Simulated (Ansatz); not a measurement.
Ansatz (a quantum-chemistry and plane-wave program) run on NbC (Fm-3m, 2 atoms in the cell): self-consistent single point.

Level of theory: revPBE, default PAW files made with PBE (plane waves; Ansatz).

```yaml
crystal:
  lattice:
    - [0.00000, 2.25405, 2.25405]
    - [2.25405, 0.00000, 2.25405]
    - [2.25405, 2.25405, 0.00000]
  atoms:
    - { symbol: Nb, position: [0.00000, 0.00000, 0.00000] }
    - { symbol: C, position: [0.50000, 0.50000, 0.50000] }
```

Reference input (self-consistent single point, DFT, PBE, plane waves, default PAW files): kpoints.mp_grid.grid = 13 13 13; hamiltonian.xc = pbe; hamiltonian.pseudopotentials = {kind: paw} (the program's default PAW files); scf.occupations.method = methfessel_paxton; scf.occupations.width = 0.1 eV. This run's input differs from it in these lines:

Ansatz 0.2 input:
```diff
@@ -13,3 +13,3 @@
 hamiltonian:
-  xc: pbe
+  xc: revpbe
   pseudopotentials:
```

The program printed (abridged):

```
SCF iter   1: F=—  HF=-4810.122862 eV  |F-HF|=—  |Δ(HF+E_count)|=         —  Δρ=3.51e-3  dr2=3.23e-3  ethr=1.77e-3  ⟨swp⟩=5.0  Hψ=5547  notcnv=0
all-band conjugate gradients solve this SCF's bands
preconditioner: auto → none
SCF iter   2: F=—  HF=-4810.122563 eV  |F-HF|=—  |Δ(HF+E_count)|=   2.99e-4  S|Δr|=    0.00e0  Δρ=2.56e-3  dr2=1.92e-3  ethr=1.90e-5  ⟨swp⟩=1.5  Hψ=1862  notcnv=0
SCF iter   3: F=—  HF=-4810.122282 eV  |F-HF|=—  |Δ(HF+E_count)|=   2.80e-4  S|Δr|=    0.00e0  Δρ=5.01e-4  dr2=6.86e-5  ethr=1.13e-5  ⟨swp⟩=2.0  Hψ=1234  notcnv=0
SCF iter   4: F=—  HF=-4810.122259 eV  |F-HF|=—  |Δ(HF+E_count)|=   2.37e-5  S|Δr|=    0.00e0  Δρ=1.35e-4  dr2=8.45e-7  ethr=4.03e-7  ⟨swp⟩=2.6  Hψ=1720  notcnv=0
SCF iter   5: F=-4810.122260 eV  HF=-4810.122260 eV  |F-HF|=1.75e-8  |Δ(HF+E_count)|=   1.60e-6  S|Δr|=    0.00e0  Δρ=2.49e-5  dr2=6.91e-8  ethr=5.88e-10  ⟨swp⟩=6.1  Hψ=5180  notcnv=0
SCF 1 converged in 5 iterations: F = -4810.122260 eV  dr2 = 6.91e-8
Stability not checked (fill_not_monotonic)
Free energy (F): -4810.122260 eV
Internal energy: -4810.122642 eV  (E = F + TS)
E sigma→0 (E₀):  -4810.122356 eV
Entropy (-TS):   0.000382 eV (0.191 meV/atom)
Fermi energy:    18.279342 eV
--- Forces (eV/Å), atoms counted from 1 ---
  atom   1  Nb    -0.00000000    -0.00000000     0.00000000
  atom   2  C      0.00000000    -0.00000000     0.00000000
--- Stress (GPa, compression-positive) ---
       -1.828638      -0.000000      -0.000000
        0.000000      -1.828638       0.000000
       -0.000000       0.000000      -1.828638
  P = ⅓ Tr σ = -1.8286 GPa (-18.286 kbar)
  The stress holds the Pulay correction. Without it, at fixed plane waves, as pw.x and ABINIT print it: P = -2.0361 GPa
```

The run converged in 5 iterations. Against the reference run the pressure goes from -4.51 to -1.83 GPa.

The starting cell comes from a database of computed structures (which also holds hypothetical and non-ambient phases and stackings), without a prior relaxation at this level. Spin polarisation is off. Ansatz's pressure includes its estimate of the finite-basis (Pulay) stress.
